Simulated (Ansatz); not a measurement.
System: interstitial H in 4H silicon carbide strained by -1.5 % along x and y, z held (charge state +1). The step: one H atom jumps by itself; the atom moves 1.89 Å along (-0.20, -0.42, 0.15) of the unit cell; the moving atom starts with neighbours C at 1.12, C at 2.13, C at 2.20; Si at 1.91, Si at 1.97, Si at 2.04 Å and ends with C at 1.13, C at 2.19; 2 Si at 1.94, Si at 1.96 Å. DFT values are from Ansatz (plane-wave PAW, 420 eV unless said) in a cell of 72 host sites, spin-restricted, static, with no finite-size correction. The charge state is imposed; whether it is stable for some Fermi level was not computed. Sites that were not tried may lie lower. For the PBE band: the saddle point's order was not checked, and it lies on a symmetry element of the cell, where a band can be held.

```tsv
Level	Forward barrier (eV)	Cost of the band or of the saddle's single point
CHGNet universal potential (has no charge state), its own band	0.33	-
PBE, a 2×2×2 k-point mesh shifted by half a step along c, band relaxed	0.23	around 40 core-minutes (rough)
```

Ansatz is a program for electronic structure.
